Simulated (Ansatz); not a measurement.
We consider SiO2 (Imma, No. 74, 12 atoms in the cell; start mp-600000; a measured phase of this formula has another space group), described by HSE06 (plane waves, PAW; Ansatz, an electronic-structure program).

The input as run:

Ansatz 0.2 input:
```yaml
crystal:
  lattice:
    - [-2.6319954194, 4.7861036065, 4.4604943369]
    - [2.6319954194, -4.7861036065, 4.4604943369]
    - [2.6319954194, 4.7861036065, -4.4604943369]
  atoms:
    - { symbol: Si, position: [0.928926184, 0.8445780256, 0.0843481583] }
    - { symbol: Si, position: [0.071073816, 0.1554219744, 0.9156518417] }
    - { symbol: Si, position: [0.2602298673, 0.8445780256, 0.4156518417] }
    - { symbol: Si, position: [0.7397701327, 0.1554219744, 0.5843481583] }
    - { symbol: O, position: [0.1306395619, 0.8806395619, 0.25] }
    - { symbol: O, position: [0.8693604381, 0.1193604381, 0.75] }
    - { symbol: O, position: [0.7914877653, 0.5, 0.7914877653] }
    - { symbol: O, position: [0.2085122347, 0.5, 0.2085122347] }
    - { symbol: O, position: [0.2085122347, 0.0, 0.7085122347] }
    - { symbol: O, position: [0.7914877653, 0.0, 0.2914877653] }
    - { symbol: O, position: [0.0, 0.0, 0.0] }
    - { symbol: O, position: [0.5, 0.0, 0.5] }
basis:
  ecutwfc: 460
  ecutrho_ratio: 4
  xc_grid: 2
kpoints:
  mp_grid: { grid: [6, 6, 6] }
hamiltonian:
  xc: hse06
  dispersion: none
  pseudopotentials: { kind: paw }
scf:
  occupations: { method: fermi_dirac, width: 0.01 }
  convergence: { dr2_threshold: 0.0000000012 }
output:
  forces: true
  stress: true
  eigenvalues: true
```

From the output:

```
WARN output.stress: scf.exx.energy_threshold = 1e-6 eV is looser than the 1.2e-7 eV advised for a stress under a hybrid functional (1e-8 eV for each atom of …
Crystal: 12 atoms, lattice volume = 224.755 Å³
Basis set: ecut = 460 eV, 5027 PW (Γ), exchange–correlation on 100×100×100 points (8 copies of the dense FFT grid, shifted against one another)
Bands: 44, of which v1, the nominal top of the filled ones, is band 32 counted from 1 (31 counted from 0)
Symmetry: 8 space group operations
Space group: Imma (ITA 74), of the structure as read, at distance tolerance 6.1e-5 Å
k-points: 46 of 216
SCF iter   1: F=—  HF=-7096.303544 eV  |F-HF|=—  |Δ(HF+E_count)|=         —  Δρ=1.61e-3  dr2=5.39e-3
SCF iter   2: F=—  HF=-7096.307355 eV  |F-HF|=—  |Δ(HF+E_count)|=   3.81e-3  Δρ=8.74e-4  dr2=9.19e-4
  ...
Crystal: 12 atoms, lattice volume = 224.755 Å³
Initial density: handed on by an earlier stage of this run
Crystal: 12 atoms, lattice volume = 224.755 Å³
SCF iter   4: F=—  HF=-7097.689672 eV  |F-HF|=—  |Δ(HF+E_count)|=   4.53e-7  Δρ=5.64e-6  dr2=5.08e-8
SCF iter   5: F=-7097.689672 eV  HF=-7097.689672 eV  |F-HF|=1.18e-10  |Δ(HF+E_count)|=   1.58e-8  Δρ=5.02e-7  dr2=2.33e-10
SCF 3 converged in 5 iterations: F = -7097.689672 eV  dr2 = 2.33e-10
Free energy (F): -7097.689672 eV
Internal energy: -7097.689672 eV  (E = F + TS)
E sigma→0 (E₀):  -7097.689672 eV
Fermi energy:    1.699343 eV
--- Forces (eV/Å), atoms counted from 1 ---
  atom   1  Si    -0.00000000    -0.08108756     0.05304944
  atom   2  Si     0.00000000     0.08108756    -0.05304944
  atom   3  Si    -0.00000000     0.08108756     0.05304944
  atom   4  Si     0.00000000    -0.08108756    -0.05304944
  atom   5  O      0.00000000     0.00000000    -0.16243234
  atom   6  O     -0.00000000    -0.00000000     0.16243234
  atom   7  O     -0.00000000     0.20963001     0.00000000
  atom   8  O      0.00000000    -0.20963001     0.00000000
  atom   9  O      0.00000000    -0.20963001    -0.00000000
  atom  10  O     -0.00000000     0.20963001     0.00000000
  atom  11  O      0.00000000    -0.00000000    -0.00000000
  atom  12  O      0.00000000     0.00000000     0.00000000
--- Stress (GPa, compression-positive) ---
       -1.739429       0.000000       0.000000
        0.000000      -1.909777      -0.000000
        0.000000      -0.000000      -1.806818
  P = ⅓ Tr σ = -1.8187 GPa (-18.187 kbar)
```

The PAW data were made under PBE.

Note: cell and atoms aren't relaxed at this level (largest force component 0.21 eV/Å, pressure -1.8 GPa).

Cost on a shared machine: roughly 40 core-minutes.

A start named mp-… is a Materials Project structure, which need not be a measured phase.
